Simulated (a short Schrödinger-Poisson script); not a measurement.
Solved with a short Schrödinger-Poisson script written for these runs: 1D Poisson equation in equilibrium, electrons quantum, Hartree (BenDaniel-Duke, 40 states a valley, the channel's in-plane mass for all, wave functions free to enter the barrier), parabolic valleys, classical holes, full ionisation, no traps, pinning or gate leakage.

System: gated Al0.2Ga0.8N/GaN polarisation-induced gas, at 20 K.

From the gate side: 15 nm Al0.2Ga0.8N; 6000 nm GaN, acceptors 8e14 cm⁻³.

The device is made up for the run: typed textbook-type constants, with dimensions and the other settings drawn at random. Al0.2Ga0.8N: permittivity 9.38, conduction-band edge (eV) 0.262, gap (eV) 3.804, electron mass (mₑ) 0.224, Nv at 300 K (cm⁻³) 4.6e19. GaN: permittivity 9.5, conduction-band edge (eV) 0, gap (eV) 3.43, Nv at 300 K (cm⁻³) 4.6e19.

Channel valleys (confinement mass, in-plane density-of-states mass, number): Γ 0.2, 0.2, 1. At the gate the conduction-band edge of layer 1 lies 1.3 eV − eVg above the Fermi level of the channel; the field vanishes at the back. Sheet of polarisation charge: +9.4e12 e/cm² at 15 nm from the gate. The barrier under the gate holds no holes. Gaps are held at their typed values at every temperature. Mesh 0.08 nm at interfaces.

Give the sheet density of all electrons at Vg = 0.5 V (cm⁻²); the centroid of the channel electrons at Vg = 0.5 V (nm); the sheet density of all electrons at Vg = -1 V (cm⁻²).

sheet density of all electrons at Vg = 0.5 V (cm⁻²): 6.53e12; centroid of the channel electrons at Vg = 0.5 V (nm): 1.93; sheet density of all electrons at Vg = -1 V (cm⁻²): 1.78e12.
